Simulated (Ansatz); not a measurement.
Consider a 24-atom supercell of AlP in the zinc blende structure (space group F-43m, No. 216; a = 5.4703 Å) at its relaxed geometry.

Level of theory: PBEsol/PAW in Ansatz (a quantum-chemistry and plane-wave program), no SOC, earlier PAW set.

One neutral defect a cell, atoms relaxed at fixed cell.

One change was made to it. Results:

```json
[
 {"quantity": "total moment of the cell", "base": "–", "after": "0.0 μB"},
 {"quantity": "pressure", "base": "0.0 GPa", "after": "1.5 GPa"},
 {"quantity": "gap of the supercell", "base": "1.45 eV", "after": "zero"},
 {"quantity": "largest displacement of a host atom from its site in the perfect cell", "base": "–", "after": "0.32 Å"}
]
```

Question: Which change produced these results?
(A) Nb on a Al site
(B) P on a Al site (antisite)
(C) Al interstitial (started 2.23 Å from the nearest host atom)

Answer: C, Al interstitial (started 2.23 Å from the nearest host atom). For comparison, the largest displacement of a host atom from its site in the perfect cell in the other runs: P on a Al site (antisite) gives 0.06 Å; Nb on a Al site gives 0.09 Å.

The magnetic state is the one reached from the starting moments; the real material's order can differ, and small cells can't hold many antiferromagnetic ones. The cell is small, so the values are those of an ordered compound at a high defect concentration; dilute-limit values will differ. A case with no gap was solved on a k-mesh chosen for an insulator, which is coarse for it. Seeded moments were not kept for Al interstitial (started 2.23 Å from the nearest host atom) and P on a Al site (antisite).
